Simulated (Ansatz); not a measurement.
A calculation on rock-salt NbN (cubic form, which distorts at low temperature) returned lattice constant a 4.461 Å, bulk modulus 290 GPa.

For reference: lattice constant a 4.391 Å (measured, temperature not stated, not corrected to a static lattice; as tabulated in Wright et al. (2023), doi:10.1103/physrevmaterials.7.074803); bulk modulus 292 GPa (measured, temperature not stated, no zero-point or thermal correction, from elastic constants; as tabulated in arXiv:1102.4063).

Problem. Which level of theory produced these numbers?
A. revPBE (Ansatz, an electronic-structure program)
B. PBE (Ansatz)
C. PBE-D3(BJ) (Ansatz)
D. rVV10 (Ansatz)

Solution. D, rVV10 (Ansatz)

The others give: revPBE 4.436 Å, 297 GPa; PBE 4.421 Å, 307 GPa; PBE-D3(BJ) 4.385 Å, 325 GPa.

Unless a cell is named, each level is at its own relaxed cell (PBE 10.80, PBE-D3(BJ) 10.54, revPBE 10.91, rVV10 11.10 Å³/atom).

The crystal itself was run without spin with revPBE, PBE, PBE-D3(BJ), rVV10; a magnetic state was not tried in these runs.

Caveats: symmetry holds this phase in the static calculation, where it need not be a minimum (revPBE, PBE, PBE-D3(BJ), rVV10). Ansatz's density-functional and Hartree–Fock values are scalar-relativistic unless marked +SOC, with PAW data made under PBE.
